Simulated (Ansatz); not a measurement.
**A constructed model of the (110) surface of bcc Nb, a pseudomorphic layer of Cu in the host's stacking (bottom of the slab: a bare face, its two planes held)**

Calculation: PBE (plane waves to 420 eV, PAW; Ansatz, a quantum-chemistry and plane-wave program).

Set-up: 7 atoms, 14.3 Å thick at the start; mesh 14x14x1; 0.1 eV smearing; dipole correction on; 2 atoms held, the rest relaxed; start symmetry kept, larger cells not searched; no spin, no spin-orbit, no U. It is one candidate, not shown to be the stable structure of the face.

The work function of the top face is 3.88 eV and the energy released by relaxation is 0.45 eV. The cost comes out as roughly 3 core-minutes.
